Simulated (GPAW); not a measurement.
## Input and output of a self-consistent single point for ZrPt₃ (Pm-3m, 4 atoms in the cell) (GPAW)

Method: PBEsol, GPAW PAW datasets PBEsol (made by gpaw-setup) (plane waves; GPAW).

Input:

```python
from ase import Atoms
from ase.dft.kpoints import monkhorst_pack
from ase.units import GPa
from gpaw import GPAW, PW, FermiDirac

atoms = Atoms(['Zr', 'Pt', 'Pt', 'Pt'],
              cell=[[3.926761, 0.000000, 0.000000],
                    [0.000000, 3.926761, 0.000000],
                    [0.000000, 0.000000, 3.926761]],
              scaled_positions=[[0.000000, 0.000000, 0.000000],
                                [0.500000, 0.500000, 0.000000],
                                [0.000000, 0.500000, 0.500000],
                                [0.500000, 0.000000, 0.500000]],
              pbc=True)

calc = GPAW(mode=PW(600),
            xc='PBEsol',
            kpts=monkhorst_pack((9, 9, 9)) + [0.5 / 9, 0.5 / 9, 0.5 / 9],
            occupations=FermiDirac(0.05),
            nbands=-12,
            convergence={'forces': 0.001},
            symmetry={'symmorphic': False, 'tolerance': 0.0005},
            maxiter=100)

atoms.calc = calc

energy = atoms.get_potential_energy()
print('Energy (eV):', round(energy, 6))
forces = atoms.get_forces()
print('Forces (eV/Ang):')
print(forces.round(5))
stress = atoms.get_stress()
print('Stress (GPa, Voigt):', (stress / GPa).round(4))
```

Output (repeated stretches shortened):

```
Input parameters:
  convergence: {forces: 0.001}
  kpts: [[-0.38888889 -0.38888889 -0.38888889],
         [-0.38888889 -0.38888889 -0.27777778],
         [-0.38888889 -0.38888889 -0.16666667],
         ...,
         [ 0.5         0.5         0.27777778],
         [ 0.5         0.5         0.38888889],
         [ 0.5         0.5         0.5       ]]
  maxiter: 100
  mode: {ecut: 600.0,
         name: pw}
  nbands: -12
  occupations: {fixmagmom: False,
                name: fermi-dirac,
                width: 0.05}
  symmetry: {symmorphic: False,
             tolerance: 0.0005}
  xc: PBEsol

species:
  Zr:
    name: Zirconium
    Z: 40.0
    valence: 12
    core: 28
    charge: 0.0
    file: Zr.PBEsol.gz

    # Using partial waves for Zr as LCAO basis

  Pt:
    name: Platinum
    Z: 78.0
    valence: 16
    core: 62
    charge: 0.0
    file: Pt.PBEsol.gz

    # Using partial waves for Pt as LCAO basis

Reference energy: -1598544.623884  # eV

Spin-paired calculation

Convergence criteria:
 Maximum [total energy] change in last 3 cyles: 0.0005 eV / valence electron
 Maximum integral of absolute [dens]ity change: 0.0001 electrons / valence electron
 Maximum integral of absolute [eigenst]ate change: 4e-08 eV^2 / valence electron
 Maximum change in the atomic [forces] across last 2 cycles: 0.001 eV/Ang OR
Maximum error relative to the maximum force is below inf
 Maximum number of scf [iter]ations: 100

Symmetries present (total): 48
Symmetries with fractional translations: 0
729 k-points: 9 x 9 x 9 Monkhorst-Pack grid + [1/18,1/18,1/18]
35 k-points in the irreducible part of the Brillouin zone
       k-points in crystal coordinates                weights
   0:     0.05555556    0.05555556    0.05555556          8/729
   1:     0.16666667    0.05555556    0.05555556         24/729
   2:     0.16666667    0.16666667    0.05555556         24/729
   [... 7 lines left out ...]
          ...
  34:     0.50000000    0.50000000    0.50000000          1/729

Wave functions: Plane wave expansion
  Cutoff energy: 600.000 eV
  Number of coefficients (min, max): 1992, 2035
  Pulay-stress correction: 0.000000 eV/Ang^3 (de/decut=0.000000)

Occupation numbers: Fermi-Dirac:
  width: 0.0500  # eV

Eigensolver

Densities:
  Coarse grid: 24*24*24 grid
  Fine grid: 48*48*48 grid
  Total Charge: 0.000000

Density mixing:
  Method: separate
  Backend: pulay
  Linear mixing parameter: 0.05
  old densities: 5
  Damping of long wavelength oscillations: 50

Hamiltonian:
  XC and Coulomb potentials evaluated on a 48*48*48 grid
  External potential:
    NoExternalPotential

XC parameters: PBEsol with 2 nearest neighbor stencil

Number of atoms: 4
Number of atomic orbitals: 49
Number of bands in calculation: 42
Number of valence electrons: 60
Bands to converge: occupied

Density initialized from atomic densities
  42 bands from LCAO basis set

Atomic positions and initial magnetic moments

Positions:
   0 Zr     0.000000    0.000000    0.000000    ( 0.0000,  0.0000,  0.0000)
   1 Pt     1.963380    1.963380    0.000000    ( 0.0000,  0.0000,  0.0000)
   2 Pt     0.000000    1.963380    1.963380    ( 0.0000,  0.0000,  0.0000)
   3 Pt     1.963380    0.000000    1.963380    ( 0.0000,  0.0000,  0.0000)

Unit cell:
           periodic     x           y           z      points  spacing
  1. axis:    yes    3.926761    0.000000    0.000000    24     0.1636
  2. axis:    yes    0.000000    3.926761    0.000000    24     0.1636
  3. axis:    yes    0.000000    0.000000    3.926761    24     0.1636

  Lengths:   3.926761   3.926761   3.926761
  Angles:   90.000000  90.000000  90.000000

Effective grid spacing dv^(1/3) = 0.1636

     iter     time        total  log10-change:
                         energy   eigst   dens  force
iter:   1 --:--:--   -36.676199
iter:   2 --:--:--   -35.911533   -0.88  -1.32
iter:   3 --:--:--   -34.495873   -1.45  -1.38
iter:   4 --:--:--   -34.167327   -2.26  -1.58
iter:   5 --:--:--   -33.928433   -1.93  -1.74
iter:   6 --:--:--   -33.971687   -2.45  -2.26
iter:   7 --:--:--   -33.917527   -2.75  -2.20
iter:   8 --:--:--   -33.920677   -3.73  -3.03
iter:   9 --:--:--   -33.918292c  -4.15  -2.79
iter:  10 --:--:--   -33.918335c  -4.51  -2.95
iter:  11 --:--:--   -33.918506c  -4.59  -3.29
iter:  12 --:--:--   -33.918661c  -4.96  -3.71
iter:  13 --:--:--   -33.918637c  -5.00  -3.62
iter:  14 --:--:--   -33.918620c  -6.56  -3.79
iter:  15 --:--:--   -33.918600c  -6.59  -3.89
iter:  16 --:--:--   -33.918591c  -6.87  -3.93
iter:  17 --:--:--   -33.918586c  -7.45c -3.99
iter:  18 --:--:--   -33.918571c  -6.40  -4.04c
iter:  19 --:--:--   -33.918571c  -7.82c -4.91c
iter:  20 --:--:--   -33.918572c  -8.48c -4.94c -29.08c

Converged after 20 iterations.

Dipole moment: (-0.000000, -0.000000, -0.000000) |e|*Ang

Energy contributions relative to reference atoms: (reference = -1598544.623884)

Kinetic:         +3.062592
Potential:       -7.489071
External:        +0.000000
XC:             -28.145505
Entropy (-ST):   -0.001873
Local:           -1.345651
SIC:             +0.000000
--------------------------
Free energy:    -33.919508
Extrapolated:   -33.918572

Showing only first 2 kpts
 Kpt  Band  Eigenvalues  Occupancy
  0    28     13.26703    1.99998
  0    29     14.92256    0.00000
  0    30     15.31880    0.00000
  0    31     15.31880    0.00000

  1    28     13.21229    1.99999
  1    29     13.61434    1.97887
  1    30     15.19641    0.00000
  1    31     15.38530    0.00000

Fermi level: 13.84132

No gap
No difference between direct/indirect transitions
Energy (eV): -33.918572

Forces in eV/Ang:
  0 Zr   -0.00000   -0.00000    0.00000
  1 Pt   -0.00000   -0.00000    0.00000
  2 Pt   -0.00000   -0.00000   -0.00000
  3 Pt   -0.00000    0.00000   -0.00000

Stress tensor:
    -0.089410    -0.000000     0.000000
    -0.000000    -0.089410     0.000000
     0.000000     0.000000    -0.089410
Stress (GPa, Voigt): [-14.3251 -14.3251 -14.3251   0.       0.      -0.    ]
```

The run converged in 20 iterations. GPAW prints stress with tension positive.

The starting cell comes from a database of computed structures (which also holds hypothetical and non-ambient phases and stackings), without a prior relaxation at this level. Its lattice was rescaled by a random factor within 2.5 % of one. Spin-orbit coupling is off. Spin polarisation is off. With a pressure of about 14 GPa the cell is away from its equilibrium volume at this level.

Cost on one core of a shared machine: roughly 2 min.
